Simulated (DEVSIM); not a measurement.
Device: Pt/SiO2/p-Si capacitor, at 300 K.

```tsv
layer (left to right)	material	thickness (nm)	Na (cm⁻³)
1	SiO2	3.50	-
2	Si	3300	3e16
```

Metal gate on the left, work function 5.6 eV. Fixed charge at the semiconductor interface 0 cm⁻² (in units of +e); no interface traps.

The device is made up for the run: typed textbook-type constants, with dimensions and the other settings drawn at random. Values at 300 K.

| parameter | SiO2 | Si |
|---|---|---|
| gap (eV) | 9 | 1.124 |
| affinity (eV) | 0.9 | 4.05 |
| permittivity | 3.9 | 11.7 |
| Nc (cm⁻³) | - | 2.86e19 |
| Nv (cm⁻³) | - | 3.1e19 |

DEVSIM, 1D Poisson equation in equilibrium, Boltzmann statistics, complete ionisation; no quantum confinement or tunnelling. Metal contacts follow the ideal Schottky-Mott rule: no Fermi-level pinning, no interface dipoles.

The SiO2 thickness was swept, all else fixed.

| SiO2 thickness (μm) | capacitance of the dielectric stack (μF/cm²) | threshold voltage (band bending 2φF) (V) |
|---|---|---|
| 0.0014 | 2.47 | 1.41 |
| 0.0019 | 1.82 | ? |
| 0.0024 | 1.44 | 1.43 |
| 0.003 | 1.15 | 1.45 |
| 0.0035 | 0.987 | 1.46 |
| 0.0042 | 0.822 | 1.48 |

**Question.** Fill in the missing entries.

**Answer.** 
- 0.0019, threshold voltage (band bending 2φF) (V): 1.42
